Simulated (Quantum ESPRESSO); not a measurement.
A self-consistent single point of Cd (P6_3/mmc, 4 atoms in the cell) with Quantum ESPRESSO.

Level of theory: LDA (PZ), GBRV 1.5 ultrasoft (LDA) pseudopotentials (plane waves; Quantum ESPRESSO).

```yaml
crystal:
  lattice:
    - [3.14220, 0.00000, 0.00000]
    - [-1.57110, 2.72122, 0.00000]
    - [0.00000, 0.00000, 10.11005]
  atoms:
    - { symbol: Cd, position: [0.00000, 0.00000, 0.00000] }
    - { symbol: Cd, position: [0.00000, 0.00000, 0.50000] }
    - { symbol: Cd, position: [0.33333, 0.66667, 0.25000] }
    - { symbol: Cd, position: [0.66667, 0.33333, 0.75000] }
```

Reference input (self-consistent single point, DFT, LDA (PZ), plane waves, GBRV 1.5 ultrasoft (LDA) pseudopotentials): ecutwfc = 40 Ry; ecutrho = 200 Ry; occupations = smearing; smearing = cold; degauss = 0.0036749 Ry; potentials = {Cd: cd_lda_v1.uspp.F.UPF}; K_POINTS = automatic 8 8 3 0 0 0; conv_thr = 1e-11 Ry; mixing_beta = 0.5. This run's input differs from it in these lines:

```diff
@@ -19,3 +19,3 @@
     smearing = 'cold'
-    degauss = 0.0036749
+    degauss = 0.002205
 /
@@ -33,3 +33,3 @@
 K_POINTS automatic
-8 8 3  0 0 0
+10 10 3  0 0 0
```

The program printed (abridged):

```
     Self-consistent Calculation

     iteration #  1     ecut=    40.00 Ry     beta= 0.50

---- Real-time Memory Report at c_bands before calling an iterative solver
           125 MiB given to the printing process from OS
            57 MiB allocation reported by mallinfo(arena+hblkhd)
------------------

     negative rho (up, down):  8.103E-02 0.000E+00

     total energy              =    -457.87702588 Ry
     estimated scf accuracy    <       0.64796742 Ry

     iteration #  2     ecut=    40.00 Ry     beta= 0.50

---- Real-time Memory Report at c_bands before calling an iterative solver
   [... lines left out ...]
           171 MiB given to the printing process from OS
            71 MiB allocation reported by mallinfo(arena+hblkhd)
------------------

     negative rho (up, down):  8.399E-02 0.000E+00

     total energy              =    -458.06689831 Ry
     estimated scf accuracy    <          6.4E-10 Ry

     iteration # 12     ecut=    40.00 Ry     beta= 0.50

---- Real-time Memory Report at c_bands before calling an iterative solver
           171 MiB given to the printing process from OS
            71 MiB allocation reported by mallinfo(arena+hblkhd)
------------------

     negative rho (up, down):  8.399E-02 0.000E+00
     End of self-consistent calculation

     the Fermi energy is    11.3762 ev

!    total energy              =    -458.06689831 Ry
     estimated scf accuracy    <          6.1E-13 Ry
     smearing contrib. (-TS)   =      -0.00003075 Ry
     internal energy E=F+TS    =    -458.06686756 Ry

     convergence has been achieved in  12 iterations

     negative rho (up, down):  8.399E-02 0.000E+00

     Forces acting on atoms (cartesian axes, Ry/au):

     atom    1 type  1   force =     0.00000000   -0.00000000   -0.00000000
   [... zero for the other atoms too ...]

     Total force =     0.000000     Total SCF correction =     0.000000

     negative rho (up, down):  8.399E-02 0.000E+00
          total   stress  (Ry/bohr**3)                   (kbar)     P=      -46.33
  -0.00034565  -0.00000000   0.00000000          -50.85       -0.00        0.00
  -0.00000000  -0.00034565   0.00000000           -0.00      -50.85        0.00
   0.00000000   0.00000000  -0.00025359            0.00        0.00      -37.30

   JOB DONE.
```

The run converged in 12 iterations. Against the reference run the free energy rises by 14.5 meV/atom and the pressure goes from -5.28 to -4.63 GPa.

The starting cell was generated: these elements placed on a structure prototype, without a prior relaxation; it need not be a known phase or ordering of this composition. With a pressure of about -5 GPa the cell is away from its equilibrium volume at this level.

Cost on one core of a shared machine: roughly 80 s.
